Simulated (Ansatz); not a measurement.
A self-consistent single point of Sr5As3O12F (P6_3/m, 42 atoms in the cell) with Ansatz (a quantum-chemistry and plane-wave program).

Method: LDA (PW92), default PAW files made with PBE (plane waves; Ansatz).

The change in words: lattice scaled by 1.03. Reference geometry:
```xyz
42
Lattice="9.9241 0.0000 0.0000 -4.9620 8.5945 0.0000 0.0000 0.0000 7.3462" Properties=species:S:1:pos:R:3 pbc="T T T"
Sr     0.0000     5.7297     0.0097
Sr     4.9620     2.8648     3.6828
Sr     4.9620     2.8648     7.3365
Sr     0.0000     5.7297     3.6634
Sr    -2.5471     8.4988     1.8365
Sr     1.2904     2.0435     5.5096
Sr    -1.1245     2.1393     1.8365
Sr     7.5091     0.0957     5.5096
Sr     3.6717     6.5510     1.8365
Sr     6.0866     6.4552     5.5096
As     2.1360     3.1800     1.8365
As    -1.6859     3.4398     5.5096
As     6.1022     0.2598     1.8365
As     2.8261     5.4145     5.5096
As     6.6480     5.1547     1.8365
As    -1.1401     8.3347     5.5096
O      0.7994     4.1778     1.8365
O      6.7057     2.7812     5.5096
O      0.9443     7.1979     1.8365
O      4.1626     4.4167     5.5096
O     -1.7437     5.8133     1.8365
O      4.0178     1.3966     5.5096
O      3.5622     4.0403     1.8365
O     -1.7179     5.1051     5.5096
O      4.6440     1.0649     1.8365
O      1.3998     4.5542     5.5096
O      6.6799     3.4894     1.8365
O      0.3181     7.5296     5.5096
O      2.1510     2.1839     0.5054
O     -0.8158     2.9548     4.1785
O      6.9573     0.7709     0.5054
O      2.8110     6.4106     4.1785
O      5.7778     5.6397     0.5054
O     -1.9952     7.8236     4.1785
O      2.8110     6.4106     6.8408
O      5.7778     5.6397     3.1677
O     -1.9952     7.8236     6.8408
O      2.1510     2.1839     3.1677
O     -0.8158     2.9548     6.8408
O      6.9573     0.7709     3.1677
F      0.0000     0.0000     1.8365
F      0.0000     0.0000     5.5096
```

Reference input (self-consistent single point, DFT, LDA (PW92), plane waves, default PAW files made with PBE): basis.ecutwfc = 30.9 Ry; kpoints.mp_grid.grid = 2 2 3; hamiltonian.xc = lda; hamiltonian.pseudopotentials = {kind: paw} (the program's default PAW files); scf.occupations.method = methfessel_paxton; scf.occupations.width = 0.0147 Ry. This run's input differs from it in these lines:

```diff
@@ -2,5 +2,5 @@
   lattice:
-    - [9.92406600, 0.00000000, 0.00000000]
-    - [-4.96203300, 8.59449300, 0.00000000]
-    - [0.00000000, 0.00000000, 7.34619300]
+    - [10.22178800, 0.00000000, 0.00000000]
+    - [-5.11089400, 8.85232800, 0.00000000]
+    - [0.00000000, 0.00000000, 7.56657900]
   atoms:
```

The program printed (abridged):

```
SCF iter   1: F=—  HF=-78036.297405 eV  |F-HF|=—  |Δ(HF+E_count)|=         —  Δρ=1.42e-2  dr2=1.25e0  ethr=1.77e-3  ⟨swp⟩=10.8  Hψ=4814  notcnv=0
all-band conjugate gradients solve this SCF's bands
preconditioner: auto → Resta (q_TF=auto, 2.437 Å⁻¹)
SCF iter   2: F=—  HF=-78035.970056 eV  |F-HF|=—  |Δ(HF+E_count)|=   3.27e-1  S|Δr|=    0.00e0  Δρ=4.16e-3  dr2=5.15e-2  ethr=3.60e-4  ⟨swp⟩=2.0  Hψ=1501  notcnv=0  defer=8
   [... lines left out ...]
SCF iter   8: F=—  HF=-78035.951824 eV  |F-HF|=—  |Δ(HF+E_count)|=   1.14e-7  S|Δr|=    0.00e0  Δρ=9.77e-6  dr2=7.42e-7  ethr=1.20e-9  ⟨swp⟩=2.0  Hψ=1256  notcnv=0  defer=8
SCF iter   9: F=—  HF=-78035.951824 eV  |F-HF|=—  |Δ(HF+E_count)|=   3.73e-9  S|Δr|=    0.00e0  Δρ=8.06e-6  dr2=3.47e-7  ethr=2.13e-10  ⟨swp⟩=3.0  Hψ=1276  notcnv=0  defer=8
SCF iter  10: F=-78035.951824 eV  HF=-78035.951824 eV  |F-HF|=2.33e-9  |Δ(HF+E_count)|=   5.60e-8  S|Δr|=    0.00e0  Δρ=1.63e-6  dr2=2.17e-8  ethr=2.87e-11  ⟨swp⟩=12.5  Hψ=4991  notcnv=0
SCF 1 converged in 10 iterations: F = -78035.951824 eV  dr2 = 2.17e-8
Stability not checked (fill_not_monotonic)
Free energy (F): -78035.951824 eV
Internal energy: -78035.951824 eV  (E = F + TS)
E sigma→0 (E₀):  -78035.951824 eV
Fermi energy:    6.612957 eV
--- Forces (eV/Å), atoms counted from 1 ---
  atom   1  Sr    -0.00000000    -0.00000000    -0.06037965
  atom   2  Sr     0.00000000     0.00000000    -0.06037965
  atom   3  Sr     0.00000000     0.00000000     0.06037965
  atom   4  Sr    -0.00000000    -0.00000000     0.06037965
  atom   5  Sr     0.22593602     0.31632339     0.00000000
   [... 33 lines left out ...]
   [... lines left out ...]
  atom  42  F      0.00000000    -0.00000000    -0.00000000
--- Stress (GPa, compression-positive) ---
       -8.711172       0.000000      -0.000000
       -0.000000      -8.711172      -0.000000
       -0.000000      -0.000000      -8.998555
  P = ⅓ Tr σ = -8.8070 GPa (-88.070 kbar)
  The stress holds the Pulay correction. Without it, at fixed plane waves, as pw.x and ABINIT print it: P = -9.4301 GPa
```

The run converged in 10 iterations. Against the reference run the free energy goes up by 39.4 meV/atom, the pressure goes from 0.46 to -8.81 GPa, the largest force goes from 1.181 to 0.447 eV/Å and the gap on the mesh goes from 4.355 to 3.720 eV.

The starting cell comes from a database of published, mostly measured structures (it also holds non-ambient and calculated ones), without a prior relaxation at this level. Its lattice was rescaled by a random factor within 2.5 % of one. For this run, on top of that: lattice scaled by 1.03. Ansatz's pressure includes its estimate of the finite-basis (Pulay) stress. Without the estimate this run gives -9.43 GPa.

Keys are those of Ansatz 0.2.
